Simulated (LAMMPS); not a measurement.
An MD run on a melt made from Ni (fcc), 256 atoms, at 2250 K and 2 GPa, brought to that temperature within a few picoseconds.

Level of theory: MD with a machine-learned potential, pair style snap, file Ni_Zuo_JPCA2020.snap; code LAMMPS.

Q: Give probability per degree against angle (°) as the simulation yields it.

A: State found: liquid.
```tsv
angle (°)	probability per degree, Ni-Ni-Ni
34.50	0.0000
37.50	0.0003
40.50	0.0019
43.50	0.0050
46.50	0.0087
49.50	0.0120
52.50	0.0138
55.50	0.0144
58.50	0.0137
61.50	0.0121
64.50	0.0104
67.50	0.0090
70.50	0.0077
73.50	0.0070
76.50	0.0065
79.50	0.0066
82.50	0.0068
85.50	0.0071
88.50	0.0076
91.50	0.0081
94.50	0.0088
97.50	0.0093
100.5	0.0100
103.5	0.0104
106.5	0.0103
109.5	0.0102
112.5	0.0097
115.5	0.0094
118.5	0.0089
121.5	0.0083
124.5	0.0075
127.5	0.0073
130.5	0.0066
133.5	0.0064
136.5	0.0060
139.5	0.0055
142.5	0.0053
145.5	0.0051
148.5	0.0048
151.5	0.0044
154.5	0.0041
157.5	0.0037
160.5	0.0032
163.5	0.0028
166.5	0.0024
169.5	0.0018
172.5	0.0013
175.5	0.0007
178.5	0.0002
```

Caution: a run this short can hold a crystal over, or a liquid under, the potential's own melting point, which these runs don't give.
